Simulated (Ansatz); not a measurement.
**BaO: pressure series**

Start from BaO in the rock salt structure (space group Fm-3m, No. 225; a = 5.573 Å).

Cell and atoms are relaxed at each pressure.

Method: PBE (Ansatz, a program for electronic structure, PAW, no spin-orbit coupling).

| change | density | band gap | shortest interatomic distance |
|---|---|---|---|
| base | 5.88 g/cm³ | 2.10 eV | 2.787 Å |
| pressure −2 GPa | 5.70 g/cm³ | 2.19 eV | 2.816 Å |
| pressure −1 GPa | 5.79 g/cm³ | 2.15 eV | 2.801 Å |
| pressure 2.1 GPa | 6.05 g/cm³ | 2.01 eV | 2.761 Å |
| pressure 4.5 GPa | 6.23 g/cm³ | 1.91 eV | 2.734 Å |
| pressure 9 GPa | [?] | [?] | [?] |
| pressure 15 GPa | 6.85 g/cm³ | 1.49 eV | 2.648 Å |
| pressure 22.5 GPa | 7.21 g/cm³ | 1.22 eV | 2.604 Å |
| pressure 30 GPa | 7.53 g/cm³ | 0.96 eV | 2.567 Å |

Question: Fill in the withheld entries from the trend.

Answer: 
- pressure 9 GPa, density: 6.52 g/cm³
- pressure 9 GPa, band gap: 1.72 eV
- pressure 9 GPa, shortest interatomic distance: 2.693 Å

Load acts through the strain it causes; cell and atoms are relaxed under it. Stability against distortions was not tested. Competing high-pressure phases were not computed.
